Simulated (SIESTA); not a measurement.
## Worked example: self-consistent single point of CaZrN2 (R-3m, 4 atoms in the cell) in SIESTA

Level of theory: GGA PBEsol, numerical atomic orbitals DZP, PseudoDojo PBEsol standard norm-conserving potentials (rewritten from UPF to PSML) in SIESTA 5.4.2.

The input file:

```
# files in the folder: Ca.psml Zr.psml N.psml (PseudoDojo PBEsol standard)
SystemName  CaZrN2
SystemLabel cazrn2

NumberOfAtoms                4
NumberOfSpecies              3
%block ChemicalSpeciesLabel
  1 20 Ca
  2 40 Zr
  3 7 N
%endblock ChemicalSpeciesLabel
LatticeConstant              5.961533 Ang
%block LatticeVectors
     0.279714966    0.161493361    0.946403383
    -0.279714966    0.161493361    0.946403383
     0.000000000   -0.322987057    0.946403383
%endblock LatticeVectors
AtomicCoordinatesFormat      Ang
%block AtomicCoordinatesAndAtomicSpecies
     0.000000000    0.000000000    0.000000000  1
     0.000000000   -0.000001000    8.463022500  2
    -0.000000000   -0.000000476    4.030429835  3
    -0.000000000   -0.000001524   12.895615165  3
%endblock AtomicCoordinatesAndAtomicSpecies

XC.functional                GGA
XC.authors                   PBEsol
PAO.BasisSize                DZP
PAO.EnergyShift              0.01 Ry
MeshCutoff                   300 Ry
%block kgrid.MonkhorstPack
    8   0   0  0.0
    0   8   0  0.0
    0   0   8  0.0
%endblock kgrid.MonkhorstPack
OccupationFunction           FD
ElectronicTemperature        50.0 meV

MaxSCFIterations             150
SCF.Mixer.Method             Pulay
SCF.Mixer.Weight             0.25
SCF.Mixer.History            8
SCF.DM.Tolerance             1.0E-05
Diag.ParallelOverK           true
WriteForces                  true
```

Output (repeated stretches shortened):

```
reinit: Reading from file input.fdf

reinit: System Name: CaZrN2
reinit: System Label: cazrn2

coor:   Atomic-coordinates input format  =     Cartesian coordinates
coor:                                          (in Angstroms)

siesta: Atomic coordinates (Bohr) and species
siesta:      0.00000   0.00000   0.00000  1        1
siesta:      0.00000  -0.00000  15.99279  2        2
siesta:     -0.00000  -0.00000   7.61641  3        3
siesta:     -0.00000  -0.00000  24.36918  3        4

siesta: System type = bulk

initatomlists: Number of atoms, orbitals, and projectors:      4    54    52

siesta: ******************** Simulation parameters ****************************
redata: Spin configuration                          = none
redata: Time-Reversal Symmetry                      = T
redata: Number of Atomic Species                    =        3
redata: Mesh Cutoff                                 =   300.0000 Ry
redata: Net charge of the system                    =     0.0000 |e|
redata: Min. number of SCF Iter                     =        0
redata: Max. number of SCF Iter                     =      150
redata: SCF convergence failure will abort job
redata: SCF mix quantity                            = Hamiltonian
redata: Mix DM or H after convergence               =   F
redata: Recompute H after scf cycle                 =   F
redata: Mix DM in first SCF step                    =   T
redata: No kicks to SCF
redata: DM Mixing Weight for Kicks                  =     0.5000
redata: Require Harris convergence for SCF          =   F
redata: Harris energy tolerance for SCF             =     0.000100 eV
redata: Require DM convergence for SCF              =   T
redata: DM tolerance for SCF                        =     0.000010
redata: Require EDM convergence for SCF             =   F
redata: EDM tolerance for SCF                       =     0.001000 eV
redata: Require H convergence for SCF               =   T
redata: Hamiltonian tolerance for SCF               =     0.001000 eV
redata: Require (free) Energy convergence for SCF   =   F
redata: (free) Energy tolerance for SCF             =     0.000100 eV
redata: Using DFT-D3 dispersion                     =   F
redata: Using Saved Data (generic)                  =   F
redata: Method of Calculation                       = Diagonalization
redata: Electronic Temperature                      =   580.2259 K
redata: Number of TDED substeps                     =        3
redata: Dynamics option                             = Single-point calculation
redata: Save all siesta data in one NC              =   F
redata: ***********************************************************************

%block SCF.Mixers
  Pulay
%endblock SCF.Mixers

%block SCF.Mixer.Pulay
  # Mixing method
  method pulay
  variant stable

  # Mixing options
  weight 0.2500
  weight.linear 0.2500
  history 8
%endblock SCF.Mixer.Pulay

DM_history_depth set to one: no extrapolation allowed by default for geometry relaxation
Size of DM history Fstack: 1
Total number of electrons:    32.000000
Total ionic charge:    32.000000

* ProcessorY, Blocksize:    1  55

* Orbital distribution balance (max,min):    54    54

k-point displ. along   1 input, could be:     0.00    0.50
k-point displ. along   2 input, could be:     0.00    0.50
k-point displ. along   3 input, could be:     0.00    0.50
 Kpoints in:          320 . Kpoints trimmed:          296

siesta: k-grid: Number of k-points = 296
siesta: k-points from Monkhorst-Pack grid
siesta: k-cutoff (effective) =    13.340 Ang
siesta: k-point supercell and displacements
siesta: k-grid:     8     0     0      0.000
siesta: k-grid:     0     8     0      0.000
siesta: k-grid:     0     0     8      0.000

diag: Algorithm                                     = D&C
diag: Parallel over k                               =   F
diag: Use parallel 2D distribution                  =   F
diag: Parallel block-size                           = 55
diag: Parallel distribution                         =     1 x     1
diag: Used triangular part                          = Lower
diag: Absolute tolerance                            =  0.100E-15
diag: Orthogonalization factor                      =  0.100E-05
diag: Memory factor                                 =  1.0000

superc: Internal auxiliary supercell:     7 x     7 x     7  =     343
superc: Number of atoms, orbitals, and projectors:   1372  18522  17836

                        Single-point calculation

superc: Internal auxiliary supercell:     7 x     7 x     7  =     343
superc: Number of atoms, orbitals, and projectors:   1372  18522  17836

outcell: Unit cell vectors (Ang):
        1.667530    0.962748    5.642015
       -1.667530    0.962748    5.642015
        0.000000   -1.925498    5.642015

outcell: Cell vector modules (Ang)   :    5.961533    5.961533    5.961533
outcell: Cell angles (23,13,12) (deg):     32.4864     32.4864     32.4864
outcell: Cell volume (Ang**3)        :     54.3466
new_DM -- step:     1
Initializing Density Matrix...

Attempting to read DM from file... Failed...
DM filled with atomic data:

InitMesh: MESH = 60 x 60 x 60 = 216000
InitMesh: Mesh cutoff (required, used) =   300.000   312.562 Ry

stepf: Fermi-Dirac step function

        iscf     Eharris(eV)        E_KS(eV)     FreeEng(eV)     dDmax    Ef(eV) dHmax(eV)
   scf:    1    -2954.772692    -2985.297999    -2985.297999  1.708438 -6.964729  9.821987
   scf:    2    -2997.244991    -2993.732171    -2993.732171  0.222772 -5.993266  2.371680
   scf:    3    -2994.033795    -2993.932849    -2993.932850  0.070826 -5.868889  1.297651
   scf:    4    -2993.989523    -2993.967355    -2993.967356  0.055169 -5.864439  0.409697
   scf:    5    -2993.943051    -2993.963184    -2993.963186  0.034900 -5.880845  0.443856
   scf:    6    -2993.978313    -2993.972746    -2993.972747  0.007524 -5.881254  0.139493
   scf:    7    -2993.973187    -2993.973542    -2993.973542  0.003850 -5.872472  0.047243
   scf:    8    -2993.973671    -2993.973619    -2993.973620  0.000848 -5.874199  0.017284
   scf:    9    -2993.973642    -2993.973636    -2993.973636  0.000411 -5.874081  0.002284
   scf:   10    -2993.973636    -2993.973636    -2993.973637  0.000098 -5.874221  0.000950
   scf:   11    -2993.973636    -2993.973636    -2993.973637  0.000029 -5.874192  0.000053
   scf:   12    -2993.973636    -2993.973636    -2993.973637  0.000003 -5.874202  0.000001

SCF Convergence by DM+H criterion
max |DM_out - DM_in|         :     0.0000032307
max |H_out - H_in|      (eV) :     0.0000008008
SCF cycle converged after 12 iterations

Using DM_out to compute the final energy and forces

siesta: E_KS(eV) =            -2993.9736

siesta: E_KS - E_eggbox =     -2993.9736

siesta: Atomic forces (eV/Ang):
     1   -0.000000    0.000000    0.000000
     2    0.000000    0.000000    0.000000
     3    0.000000    0.000001   -0.006342
     4    0.000000   -0.000001    0.006342
   Tot    0.000000    0.000000    0.000000
   Max    0.006342
   Res    0.002589    sqrt( Sum f_i^2 / 3N )
   Max    0.006342    constrained

Stress tensor Voigt[x,y,z,yz,xz,xy] (kbar):       14.74       14.74       22.27       -0.00        0.00        0.00
(Free)E + p*V (eV/cell)    -2994.5587
Target enthalpy (eV/cell)    -2993.9736

siesta: Program's energy decomposition (eV):
siesta: Ebs     =      -750.237872
siesta: Eions   =      4667.172411
siesta: Ena     =       969.622298
siesta: Ekin    =      1125.675605
siesta: Enl     =       180.443649
siesta: Eso     =         0.000000
siesta: Edftu   =         0.000000
siesta: DEna    =        29.133692
siesta: DUscf   =         1.997114
siesta: DUext   =         0.000000
siesta: Ex      =      -583.405100
siesta: Ec      =       -50.268482
siesta: Exc     =      -633.673582
siesta: Eharris =     -2993.973636
siesta: Etot    =     -2993.973636
siesta: FreeEng =     -2993.973637

siesta: Stress tensor (static) (eV/Ang**3):
siesta:     0.009200    0.000000    0.000000
siesta:     0.000000    0.009200   -0.000000
siesta:     0.000000   -0.000000    0.013897

siesta: Cell volume =         54.346561 Ang**3

siesta: Pressure (static):
siesta:                Solid            Molecule  Units
siesta:          -0.00011725         -0.00012101  Ry/Bohr**3
siesta:          -0.01076582         -0.01111064  eV/Ang**3
siesta:         -17.24873877        -17.80120027  kBar
```

The run converged in 12 iterations.

The starting cell comes from a database of computed structures (which also holds hypothetical and non-ambient phases and stackings), without a prior relaxation at this level. Its lattice was rescaled by a random factor within 2.5 % of one. Values carry the incompleteness of an atom-centred basis.

Cost on one core of a shared machine: roughly 50 s.
